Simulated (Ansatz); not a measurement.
The reference is BaTiO3 in the cubic perovskite structure (space group Pm-3m, No. 221; a = 3.935 Å). Axes: x, y, z lie along the cube axes.

Computed with Ansatz (a program for electronic structure), LDA, PAW, cutoff 420 eV, spin-orbit coupling left out.

The change: the cell is scaled by 0.9820 in all directions, atoms relaxed at fixed cell.

Q: Predict the stress tensor and what it implies for the stiffness.

A: Stress of the strained cell less that of the base (GPa, compression positive):
```
  12.03    0.00    0.00
   0.00   12.03    0.00
   0.00    0.00   12.03
```

Then B = −ΔP/(ΔV/V₀) with ΔV/V₀ = -0.0530 gives secant stiffness values (nonlinear terms included at this strain): B ≈ 227 GPa.

As a check, the harmonic strain energy −½ V₀ Δσ:ε is 25 meV/atom; the computed energy rise is 23 meV/atom.

Stability against distortions was not tested. The final runs are not spin-polarised. Many cubic perovskites are stable only at high temperature; tilts and polar distortions were not tested. This is not the structure that BaTiO3 has at room temperature and ambient pressure.
